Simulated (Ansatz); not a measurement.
Start from NaCl in the rock salt structure (space group Fm-3m, No. 225; a = 5.6015 Å).

Method: Ansatz (a quantum-chemistry and plane-wave program) PBEsol, no SOC.

Base values:

The electron mass comes out as 0.39 mₑ (at Γ) and the volume per atom is 21.97 Å³.

The change: hydrostatic tension (pressure −2 GPa).

Q: How does this affect the electron mass?

A: The electron mass becomes 0.40 mₑ (at Γ) (base: 0.39 mₑ (at Γ)).

Q: Estimate the effect on the volume per atom.

A: The volume per atom rises by 2.24 Å³, from 21.97 Å³ to 24.21 Å³.

The levels and masses belong to the bands next to the band gap. Load acts through the strain it causes; cell and atoms are relaxed under it. Masses are band curvatures over ±0.01 Å⁻¹ around the edge. Stability against distortions was not tested.
